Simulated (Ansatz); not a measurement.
Worked example: self-consistent single point of Ta (Im-3m, 1 atom in the cell) in Ansatz (an electronic-structure program).

Method of the run: PBEsol, PAW files made with PBE (plane waves; Ansatz).

```yaml
crystal:
  lattice:
    - [-1.68108, 1.68108, 1.68108]
    - [1.68108, -1.68108, 1.68108]
    - [1.68108, 1.68108, -1.68108]
  atoms:
    - { symbol: Ta, position: [0.00000, 0.00000, 0.00000] }
```

Reference input (self-consistent single point, DFT, PBEsol, plane waves, PAW files made with PBE): basis.ecutwfc = 420 eV; kpoints.mp_grid.grid = 18 18 18; kpoints.mp_grid.shift = 0.5 0.5 0.5; hamiltonian.xc = pbesol; hamiltonian.pseudopotentials = {kind: paw} (the program's default PAW files); scf.occupations.method = gaussian; scf.occupations.width = 0.05 eV. This run's input differs from it in these lines:

Ansatz 0.2 input:
```diff
@@ -15,3 +15,3 @@
 scf:
-  occupations: { method: gaussian, width: 0.05 }
+  occupations: { method: gaussian, width: 0.3 }
 output:
```

The program printed (abridged):

```
SCF iter   1: F=—  HF=-9807.529185 eV  |F-HF|=—  |Δ(HF+E_count)|=         —  Δρ=4.26e-2  dr2=3.79e-1  ethr=3.10e-3  ⟨swp⟩=5.0  Hψ=10649  notcnv=0
all-band conjugate gradients solve this SCF's bands
preconditioner: auto → none
SCF iter   2: F=—  HF=-9807.383453 eV  |F-HF|=—  |Δ(HF+E_count)|=   1.46e-1  Δρ=1.50e-2  dr2=2.27e-2  ethr=2.91e-3  ⟨swp⟩=2.6  Hψ=4779  notcnv=0  defer=17
SCF iter   3: F=—  HF=-9807.380035 eV  |F-HF|=—  |Δ(HF+E_count)|=   3.42e-3  Δρ=4.67e-3  dr2=1.40e-3  ethr=1.74e-4  ⟨swp⟩=2.1  Hψ=2445  notcnv=0  defer=17
SCF iter   4: F=—  HF=-9807.380127 eV  |F-HF|=—  |Δ(HF+E_count)|=   9.22e-5  Δρ=1.86e-4  dr2=1.62e-6  ethr=1.08e-5  ⟨swp⟩=1.0  Hψ=2073  notcnv=0  defer=17
SCF iter   5: F=—  HF=-9807.380131 eV  |F-HF|=—  |Δ(HF+E_count)|=   3.54e-6  Δρ=2.70e-5  dr2=3.66e-8  ethr=7.69e-10  ⟨swp⟩=6.7  Hψ=10333  notcnv=0
SCF iter   6: F=-9807.380131 eV  HF=-9807.380131 eV  |F-HF|=2.31e-10  |Δ(HF+E_count)|=   1.22e-8  Δρ=2.37e-6  dr2=3.73e-10  ethr=2.81e-10  ⟨swp⟩=2.1  Hψ=6595  notcnv=0
SCF 1 converged in 6 iterations: F = -9807.380131 eV  dr2 = 3.73e-10
Free energy (F): -9807.380131 eV
Internal energy: -9807.317550 eV  (E = F + TS)
E sigma→0 (E₀):  -9807.348840 eV
Entropy (-TS):   -0.062581 eV (-62.581 meV/atom)
Fermi energy:    17.251042 eV
--- Forces (eV/Å), atoms counted from 1 ---
  atom   1  Ta     0.00000000    -0.00000000     0.00000000
--- Stress (GPa, compression-positive) ---
      -12.920656       0.000000      -0.000000
        0.000000     -12.920656      -0.000000
       -0.000000      -0.000000     -12.920656
  P = ⅓ Tr σ = -12.9207 GPa (-129.207 kbar)
  The stress holds the Pulay correction. Without it, at fixed plane waves, as pw.x and ABINIT print it: P = -12.9484 GPa
```

The run converged in 6 iterations. Against the reference run the free energy drops by 30.0 meV/atom and the pressure goes from -13.24 to -12.92 GPa.

The starting cell comes from a database of computed structures (which also holds hypothetical and non-ambient phases and stackings), without a prior relaxation at this level. Its lattice was rescaled by a random factor within 2.5 % of one. Spin polarisation is off. With a pressure of about -13 GPa the cell is away from its equilibrium volume at this level. Ansatz's pressure includes its estimate of the finite-basis (Pulay) stress.
